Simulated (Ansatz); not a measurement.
## Li2O2: pressure series

The parent structure is Li2O2 (space group P6_3/mmc, No. 194; a = 3.123 Å, c = 7.565 Å; with O–O pairs, as in a peroxide).

Cell and atoms are relaxed at each pressure.

Calculations: DFT with PBEsol, PAW potentials and a 420 eV plane-wave cutoff in Ansatz (a first-principles code), no spin-orbit coupling.

Two rows of this table had their results exchanged by mistake.

```csv
pressure,volume per atom (Å³),shortest distance (Å),band gap
pressure −2 GPa,8.21,1.525,2.16 eV
pressure −1 GPa,8.09,1.524,2.18 eV
pressure 0.7 GPa,7.92,1.522,2.21 eV
pressure 1.5 GPa,7.54,1.518,2.28 eV
pressure 3 GPa,7.70,1.520,2.25 eV
pressure 5 GPa,7.84,1.522,2.23 eV
pressure 10 GPa,7.20,1.513,2.34 eV
```

**Question.** Which two?

**Answer.** The rows for pressure 1.5 GPa and pressure 5 GPa: the volume has to fall steadily with pressure, so 7.84 Å³ belongs to pressure 1.5 GPa and 7.54 Å³ to pressure 5 GPa.

Load acts through the strain it causes; cell and atoms are relaxed under it. Stability against distortions was not tested. No other phases were tried under pressure.
